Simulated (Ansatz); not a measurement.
The starting structures come from a database of crystals and need not be the phases stable at ambient conditions.

 Where the default PAW files enter, the runs use the earlier of Ansatz's two default sets.

Evanescent states of KSbO₃ (R-3, not sure to be the ambient phase, 10 atoms a cell, 15.4 Å³ an atom) along the normal of (001)

These are r2SCAN (plane waves, PAW; Ansatz, a first-principles code) values and carry that method's errors.

The gap is the functional's own. No spin-orbit coupling. Mid-gap values are interpolated on the energy grid.

Energies count from the valence-band top; κ is the least over a 6×6 mesh across the current.

```tsv
E (eV)	κ (1/Å)	where
0.09	0.278	off Γ
0.27	0.346	Γ
0.45	0.364	Γ
0.63	0.377	Γ
0.81	0.386	Γ
0.99	…	Γ
1.17	…	Γ
1.35	…	Γ
1.53	…	Γ
1.71	…	Γ
1.89	…	Γ
2.07	…	Γ
2.25	…	Γ
2.43	…	Γ
2.61	…	Γ
2.79	0.319	Γ
2.97	0.292	Γ
3.15	0.256	Γ
3.33	0.207	Γ
3.51	0.125	Γ
```

Problem. Complete the blanks.

Solution. 
- 0.99, κ (1/Å): 0.393
- 1.17, κ (1/Å): 0.397
- 1.35, κ (1/Å): 0.399
- 1.53, κ (1/Å): 0.398
- 1.71, κ (1/Å): 0.395
- 1.89, κ (1/Å): 0.390
- 2.07, κ (1/Å): 0.382
- 2.25, κ (1/Å): 0.372
- 2.43, κ (1/Å): 0.358
- 2.61, κ (1/Å): 0.341
